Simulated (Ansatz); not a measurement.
HgTe (P3₁21, No. 152, 6 atoms in the cell; start mp-358; a measured phase of this formula has another space group)

The numbers are results of HSE06 (PAW; Ansatz, a program for electronic structure), not measurements.

Run with plane-wave cutoff 500 eV, 6×6×2 k mesh (along the axes of the cell as run), gaussian smearing 0.02 eV, scalar-relativistic PAW data made under PBE.

Cell (relaxed with r²SCAN):

```yaml
crystal:
  lattice:
    - [4.67453, 0.00000, 0.00000]
    - [-2.33727, 4.04826, 0.00000]
    - [0.00000, 0.00000, 10.38231]
  atoms:
    - { symbol: Hg, position: [0.30978, 0.30978, 0.00000] }
    - { symbol: Hg, position: [0.69022, 0.00000, 0.33333] }
    - { symbol: Hg, position: [0.00000, 0.69022, 0.66667] }
    - { symbol: Te, position: [0.48858, 0.48858, 0.50000] }
    - { symbol: Te, position: [0.51142, 0.00000, 0.83333] }
    - { symbol: Te, position: [0.00000, 0.51142, 0.16667] }
```

```yaml
band_gap: 1.25 eV (on the SCF k mesh)
```

Note: cell and atoms aren't relaxed at this level (largest force component 0.12 eV/Å).

Spin–orbit coupling is not included; with these elements it can move the gap by several tenths of an eV or more.

The computed numbers hold no vibrational or temperature effects.

Computing time: about 12 core-minutes (a rough figure).

A start named mp-… is a Materials Project structure, which need not be a measured phase.
